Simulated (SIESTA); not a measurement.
# SIESTA run on Te2Mo (P-6m2, 3 atoms in the cell): self-consistent single point

Level of theory: LDA PW92, numerical atomic orbitals DZP, PseudoDojo LDA standard norm-conserving potentials (rewritten from UPF to PSML) (SIESTA).

This input was run:

```
# files in the folder: Te.psml Mo.psml (PseudoDojo LDA standard)
SystemName  Te2Mo
SystemLabel siesta

NumberOfAtoms                3
NumberOfSpecies              2
%block ChemicalSpeciesLabel
  1 52 Te
  2 42 Mo
%endblock ChemicalSpeciesLabel
LatticeConstant              1.0 Ang
%block LatticeVectors
     3.517151000    0.000000000    0.000000000
    -1.758576000    3.045943000    0.000000000
     0.000000000    0.000000000   17.312019000
%endblock LatticeVectors
AtomicCoordinatesFormat      Fractional
%block AtomicCoordinatesAndAtomicSpecies
     0.333333000    0.666667000    0.897860000  1
     0.333333000    0.666667000    0.102140000  1
     0.000000000    0.000000000    0.000000000  2
%endblock AtomicCoordinatesAndAtomicSpecies

XC.functional                LDA
XC.authors                   PW92
PAO.BasisSize                DZP
PAO.EnergyShift              0.01 Ry
MeshCutoff                   300 Ry
%block kgrid.MonkhorstPack
    6   0   0  0.0
    0   6   0  0.0
    0   0   1  0.0
%endblock kgrid.MonkhorstPack
OccupationFunction           FD
ElectronicTemperature        10 K

MaxSCFIterations             150
SCF.Mixer.Method             Pulay
SCF.Mixer.Weight             0.1
SCF.Mixer.History            6
SCF.DM.Tolerance             1.0E-04
Diag.ParallelOverK           true
WriteForces                  true
Charge.Mulliken              end
```

Log, with long lists cut:

```
reinit: Reading from file input.fdf

reinit: System Name: Te2Mo
reinit: System Label: siesta

coor:   Atomic-coordinates input format  =     Fractional

siesta: Atomic coordinates (Bohr) and species
siesta:     -0.00000   3.83733  29.37347  1        1
siesta:     -0.00000   3.83733   3.34151  1        2
siesta:      0.00000   0.00000   0.00000  2        3

siesta: System type = bulk

initatomlists: Number of atoms, orbitals, and projectors:      3    55    84

siesta: ******************** Simulation parameters ****************************
redata: Spin configuration                          = none
redata: Time-Reversal Symmetry                      = T
redata: Number of Atomic Species                    =        2
redata: Mesh Cutoff                                 =   300.0000 Ry
redata: Net charge of the system                    =     0.0000 |e|
redata: Min. number of SCF Iter                     =        0
redata: Max. number of SCF Iter                     =      150
redata: SCF convergence failure will abort job
redata: SCF mix quantity                            = Hamiltonian
redata: Mix DM or H after convergence               =   F
redata: Recompute H after scf cycle                 =   F
redata: Mix DM in first SCF step                    =   T
redata: No kicks to SCF
redata: DM Mixing Weight for Kicks                  =     0.5000
redata: Require Harris convergence for SCF          =   F
redata: Harris energy tolerance for SCF             =     0.000100 eV
redata: Require DM convergence for SCF              =   T
redata: DM tolerance for SCF                        =     0.000100
redata: Require EDM convergence for SCF             =   F
redata: EDM tolerance for SCF                       =     0.001000 eV
redata: Require H convergence for SCF               =   T
redata: Hamiltonian tolerance for SCF               =     0.001000 eV
redata: Require (free) Energy convergence for SCF   =   F
   [... lines left out ...]
diag: Parallel distribution                         =     1 x     1
diag: Used triangular part                          = Lower
diag: Absolute tolerance                            =  0.100E-15
diag: Orthogonalization factor                      =  0.100E-05
diag: Memory factor                                 =  1.0000

superc: Internal auxiliary supercell:     5 x     7 x     3  =     105
superc: Number of atoms, orbitals, and projectors:    315   5775   8820

                        Single-point calculation

superc: Internal auxiliary supercell:     5 x     7 x     3  =     105
superc: Number of atoms, orbitals, and projectors:    315   5775   8820

outcell: Unit cell vectors (Ang):
        3.517151    0.000000    0.000000
       -1.758576    3.045943    0.000000
        0.000000    0.000000   17.312019

outcell: Cell vector modules (Ang)   :    3.517151    3.517152   17.312019
outcell: Cell angles (23,13,12) (deg):     90.0000     90.0000    120.0000
outcell: Cell volume (Ang**3)        :    185.4644
new_DM -- step:     1
Initializing Density Matrix...

Attempting to read DM from file... Failed...
DM filled with atomic data:

InitMesh: MESH = 32 x 32 x 192 = 196608
InitMesh: Mesh cutoff (required, used) =   300.000   305.041 Ry

stepf: Fermi-Dirac step function
        iscf     Eharris(eV)        E_KS(eV)     FreeEng(eV)     dDmax    Ef(eV) dHmax(eV)
   scf:    1    -7568.339005    -7592.035414    -7592.035414  0.669720 -2.359166 23.426883
   scf:    2    -7605.873074    -7600.822491    -7600.822491  0.185986 -2.909063  8.751667
   scf:    3    -7602.503809    -7602.185083    -7602.185083  0.123637 -3.960251  1.429941
   scf:    4    -7602.495939    -7602.405890    -7602.405890  0.107350 -4.119382  2.346199
   scf:    5    -7601.441721    -7602.217280    -7602.217280  0.120935 -3.659582  3.579802
   scf:    6    -7601.979556    -7602.426597    -7602.426597  0.089458 -3.826506  2.103157
   scf:    7    -7602.549192    -7602.526842    -7602.526842  0.023834 -4.030822  0.119915
   scf:    8    -7602.528294    -7602.528620    -7602.528620  0.009424 -4.035892  0.107093
   scf:    9    -7602.528852    -7602.528876    -7602.528876  0.001853 -4.024163  0.013333
   scf:   10    -7602.528883    -7602.528881    -7602.528881  0.000418 -4.023982  0.000280
   scf:   11    -7602.528881    -7602.528881    -7602.528881  0.000006 -4.024003  0.000188
SCF Convergence by DM+H criterion
max |DM_out - DM_in|         :     0.0000061092
max |H_out - H_in|      (eV) :     0.0001876269
SCF cycle converged after 11 iterations

Using DM_out to compute the final energy and forces

siesta: E_KS(eV) =            -7602.5289

siesta: E_KS - E_eggbox =     -7602.5289

siesta: Atomic forces (eV/Ang):
     1    0.000015   -0.000010   -0.535237
     2    0.000015   -0.000010    0.535237
     3   -0.000027    0.000019    0.000000
   Tot    0.000003   -0.000002   -0.000000
   Max    0.535237
   Res    0.252313    sqrt( Sum f_i^2 / 3N )
   Max    0.535237    constrained

Stress tensor Voigt[x,y,z,yz,xz,xy] (kbar):        5.44        5.44      -16.23        0.00        0.00        0.00
(Free)E + p*V (eV/cell)    -7602.3224
Target enthalpy (eV/cell)    -7602.5289

siesta: Program's energy decomposition (eV):
siesta: Ebs     =     -1338.779760
siesta: Eions   =      9660.578839
siesta: Ena     =      1239.851845
siesta: Ekin    =      3692.971816
siesta: Enl     =     -1332.787791
siesta: Eso     =         0.000000
siesta: Edftu   =         0.000000
siesta: DEna    =        53.624350
siesta: DUscf   =         1.459216
siesta: DUext   =         0.000000
siesta: Ex      =     -1466.163827
siesta: Ec      =      -130.905651
siesta: Exc     =     -1597.069478
siesta: Eharris =     -7602.528881
siesta: Etot    =     -7602.528881
siesta: FreeEng =     -7602.528881

siesta: Atomic forces (eV/Ang):
siesta:      1    0.000015   -0.000010   -0.535237
siesta:      2    0.000015   -0.000010    0.535237
siesta:      3   -0.000027    0.000019    0.000000
siesta: ----------------------------------------
siesta:    Tot    0.000003   -0.000002   -0.000000

siesta: Stress tensor (static) (eV/Ang**3):
siesta:     0.003393    0.000000    0.000000
siesta:     0.000000    0.003394    0.000000
siesta:     0.000000    0.000000   -0.010127

siesta: Cell volume =        185.464377 Ang**3

siesta: Pressure (static):
siesta:                Solid            Molecule  Units
siesta:           0.00001213          0.00015646  Ry/Bohr**3
siesta:           0.00111338          0.01436519  eV/Ang**3
siesta:           1.78383202         23.01556414  kBar

mulliken: Atomic and Orbital Populations:

Species: Te
Atom  Qatom  Qorb
               5s      5s      5py     5pz     5px     5py     5pz     5px
               4dxy    4dyz    4dz2    4dxz    4dx2-y2 5dxy    5dyz    5dz2
               5dxz    5dx2-y2
   1 15.957   1.512   0.164   1.170   1.477   1.170   0.062  -0.018   0.062
              2.004   2.002   2.005   2.002   2.004   0.078   0.057   0.071

              0.057   0.078
   2 15.957   1.512   0.164   1.170   1.477   1.170   0.062  -0.018   0.062
              2.004   2.002   2.005   2.002   2.004   0.078   0.057   0.071

              0.057   0.078

Species: Mo
Atom  Qatom  Qorb
               4s      5s      5s      4py     4pz     4px     5py     5pz
               5px     4dxy    4dyz    4dz2    4dxz    4dx2-y2 4dxy    4dyz
               4dz2    4dxz    4dx2-y2
   3 14.087   1.929   0.056   0.370   1.949   1.940   1.949   0.282   0.357
              0.282   0.947   0.959   1.051   0.959   0.947   0.034   0.038

             -0.034   0.038   0.034

mulliken: Qtot =       46.000

Mulliken Atomic Populations:
Atom #   charge [q] valence [e]  Species
     1     0.043282   15.956718  Te
     2     0.043282   15.956718  Te
     3    -0.086564   14.086564  Mo
 Total     0.000000
```

The run converged in 11 iterations.

The starting cell comes from a database of computed structures (which also holds hypothetical and non-ambient phases and stackings), without a prior relaxation at this level. Its lattice was rescaled by a random factor within 2.5 % of one. Values carry the incompleteness of an atom-centred basis.
